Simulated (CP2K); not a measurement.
Band structure of ZrSe (P-6m2, 2 atoms in the cell).

```
ZrSe
1.0
    3.60943     0.00000     0.00000
   -1.80472     3.12586     0.00000
    0.00000     0.00000     3.66107
Zr Se
1 1
Direct
  0.00000   0.00000   0.00000
  0.33333   0.66667   0.50000
```

Computed with PBEsol, GPW, DZVP-MOLOPT-SR-GTH basis, GTH-PBE potentials (GTH_POTENTIALS) in CP2K.

Settings: CUTOFF = 500 Ry; REL_CUTOFF = 50 Ry; SMEAR/METHOD = FERMI_DIRAC; ELECTRONIC_TEMPERATURE = 1578.21 K; KPOINTS/SCHEME = MONKHORST-PACK 7 7 6; GAMMA_CENTERED = T; XC_FUNCTIONAL = PBE:PBESOL; Zr/BASIS_SET = DZVP-MOLOPT-SR-GTH-q12; Zr/POTENTIAL = GTH-PBE-q12; Se/BASIS_SET = DZVP-MOLOPT-SR-GTH-q6; Se/POTENTIAL = GTH-PBE-q6; METHOD = GPW; EPS_DEFAULT = 1e-10; EXTRAPOLATION = USE_GUESS.

The starting cell comes from a database of computed structures (which also holds hypothetical and non-ambient phases and stackings), without a prior relaxation at this level. Its lattice was rescaled by a random factor within 2.5 % of one. Values carry the incompleteness of an atom-centred basis. The potentials were made for another functional than the one used.

Levels in eV from the Fermi level, bands 6 to 11:
| point | 6 | 7 | 8 | 9 | 10 | 11 |
|---|---|---|---|---|---|---|
| Γ | -3.25 | -3.25 | -3.09 | -2.51 | 1.64 | 1.67 |
| M | -6.93 | -4.25 | -2.99 | -2.07 | 1.01 | 2.72 |
| K | -6.27 | -5.27 | -4.22 | -0.05 | 0.49 | 1.07 |
| A | -7.37 | -2.84 | -2.84 | -0.08 | -0.08 | 1.66 |
| L | -5.91 | -5.76 | -4.33 | -0.70 | 2.24 | 2.78 |
| H | -6.25 | -5.68 | -4.38 | -0.25 | 2.51 | 2.64 |

Bands cross the Fermi level along this path, so the cell is metallic at this level.

Higher empty bands are left out: an atom-centred basis made for the valence describes them poorly.
